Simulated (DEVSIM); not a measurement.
System: abrupt GaP p-n junction, at 400 K.

Layer 1 from the left is GaP, thickness (μm) 0.190, Na (cm⁻³) 4.1e18, τn (s) 2.2e-7, τp (s) 2.2e-7. Layer 2 from the left is GaP, thickness (μm) 90.0, Nd (cm⁻³) 1.5e17, τn (s) 2.2e-7, τp (s) 2.2e-7.

Left contact: ohmic. Right contact: ohmic. Voltage is applied to the left contact. Recombination: SRH at mid-gap, radiative, Auger. Mobility is μmin + (μ − μmin)/(1 + (N/Nref)^α).

This is a model device: material constants are rounded textbook-type values typed into the input, and sizes, dopings and lifetimes were drawn at random. Values at 300 K; Nc and Nv go as T^1.5, mobilities as T to minus their exponent, the gap by Varshni's rule with the affinity fixed.

GaP: gap (eV) 2.26, affinity (eV) 3.8, permittivity 11.1, Nc (cm⁻³) 1.8e19, Nv (cm⁻³) 1.9e19, μn (cm²/Vs) 250, μp (cm²/Vs) 150, μn,min 10, μp,min 10, Nref,n 4.4e18, Nref,p 1e18, αn 0.8, αp 0.85, T exponent of μn 1.6, T exponent of μp 1.98, B (cm³/s) 1e-13, Cn (cm⁶/s) 1e-30, Cp (cm⁶/s) 1e-30, Varshni α (eV/K) 0.00058, Varshni β (K) 372.

DEVSIM, 1D drift-diffusion, Boltzmann statistics, complete ionisation; no tunnelling, impact ionisation, image-force lowering or self-heating.

Dark forward current:

```tsv
|V| (V)	|J| (A/cm²)
0.25	2.304e-12
0.50	9.620e-11
0.70	1.907e-9
0.75	4.034e-9
0.80	8.548e-9
0.85	1.815e-8
0.90	3.866e-8
0.95	8.270e-8
1.00	1.781e-7
1.05	3.884e-7
1.10	8.650e-7
1.15	1.999e-6
1.20	4.907e-6
1.25	1.316e-5
1.30	3.938e-5
1.35	0.0001318
1.40	0.0004832
1.45	0.001888
1.50	0.007669
1.55	0.03180
1.60	0.1327
1.65	0.5452
1.70	2.074
1.75	6.454
1.80	14.99
1.85	27.16
```

### Question
Work out the local ideality factor n = ΔV / (kT/q · ln(J2/J1)) between the rows 0.25 and 0.50 V, 1.55 and 1.60 V, 1.80 and 1.85 V.

### Answer
kT/q = 34.47 mV. From 0.25 to 0.50 V: ln(9.620e-11/2.304e-12) = 3.732, n = 1.94, near the 2 of recombination in the depletion region. From 1.55 to 1.60 V: ln(0.1327/0.03180) = 1.429, n = 1.02, near the 1 of diffusion or emission over a barrier. From 1.80 to 1.85 V: ln(27.16/14.99) = 0.594, n = 2.44; the layers' resistance at their doping, Σ W/(qμN) = 0.0025 Ω cm², would take 31 mV of this step of 50 mV.

### Question
Estimate the current at 1.55 V from the Shockley equation with J0 = Σ q ni² D/(N L) coth(W/L), τ joining the SRH, radiative and Auger lifetimes that are on, and W taken as the whole layer.

### Answer
ni² = 9.34e10 cm⁻⁶; electrons in the p layer: μ = 84.2 cm²/Vs, D = 2.90 cm²/s, τ = 4.59e-8 s, L = 3.65 μm, W/L = 0.052, term 5.58e-22 A/cm²; holes in the n layer: μ = 71.7 cm²/Vs, D = 2.47 cm²/s, τ = 2.18e-7 s, L = 7.34 μm, W/L = 12, term 3.36e-22 A/cm². J0 = 8.94e-22 A/cm², and J = J0 exp(qV/kT) = 0.0302 A/cm². The simulation gives 0.0318 A/cm²; the estimate lies 5.0 % below. The estimate leaves out recombination in the depletion region and that region's share of W.
